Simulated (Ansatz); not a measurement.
Ti3AlC (Pm-3m, No. 221, 5 atoms in the cell; start mp-3271) was calculated with PBEsol (Ansatz, a program for electronic structure, plane waves, PAW).

Numerical settings: plane-wave cutoff 520 eV, 14×14×14 k mesh, Fermi–Dirac smearing 0.05 eV, no spin polarisation, scalar-relativistic PAW data made under PBE.

Cell (relaxed at this level):

Space group Pm-3m (No. 221); a = 4.1408 Å, b = 4.1408 Å, c = 4.1408 Å, α = 90.00°, β = 90.00°, γ = 90.00°

```csv
atom,site,symmetry,x,y,z
Ti,3c,4/mm.m,0.0000,0.5000,0.5000
Al,1a,m-3m,0.0000,0.0000,0.0000
C,1b,m-3m,0.5000,0.5000,0.5000
```

### Question
Give the computed bulk modulus B0.

### Answer

* **bulk modulus B0**: 163 GPa

Note: the run has no spin polarisation, so it can have missed a magnetic state; the bulk modulus is −V dP/dV from two relaxed cells at ±2 % in volume; the relaxation could not lower the start's symmetry, so the cell can be a saddle point above a distorted one.

Computing time: very roughly 40 core-seconds.

A start named mp-… is a Materials Project structure, which need not be a measured phase.
